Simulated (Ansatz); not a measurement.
# Pd3AlN (model structure, started from the Ni3MgC type, Pm-3m, No. 221, 5 atoms in the cell)

Method: PBE in Ansatz (PAW).

Settings: plane-wave cutoff 520 eV, 14×14×14 k mesh, Fermi–Dirac smearing 0.05 eV, scalar-relativistic PAW data made under PBE.

Cell (relaxed at this level):

```cif
data_AlNPd3
_chemical_formula_sum 'Al1 Pd3 N1'
_space_group_name_H-M_alt 'Pm-3m'
_space_group_IT_number 221
_space_group_name_Hall '-P 4 2 3'
_cell_length_a 4.13128
_cell_length_b 4.13128
_cell_length_c 4.13128
_cell_angle_alpha 90.000
_cell_angle_beta 90.000
_cell_angle_gamma 90.000
loop_
_atom_site_label
_atom_site_type_symbol
_atom_site_symmetry_multiplicity
_atom_site_Wyckoff_symbol
_atom_site_fract_x
_atom_site_fract_y
_atom_site_fract_z
_atom_site_occupancy
Al1 Al 1 a 0.00000 0.00000 0.00000 1
Pd1 Pd 3 c 0.00000 0.50000 0.50000 1
N1 N 1 b 0.50000 0.50000 0.50000 1
```

```
Quantity              Value
------------  -------------
band gap      zero (no gap)
bulk modulus        169 GPa
```

Note: the bulk modulus is −V dP/dV from two relaxed cells at ±2 % in volume; the relaxation could raise the start's symmetry but not lower it, so the cell can be a saddle point.

Spin–orbit coupling is not included.

Static lattice: no zero-point or thermal effects.

Computing time: roughly 3 core-minutes.

A model structure was made by putting elements into a prototype or built by hand; it is no filed structure, need not be a known phase, and can be a saddle point held by its symmetry.

Ansatz is a first-principles code.
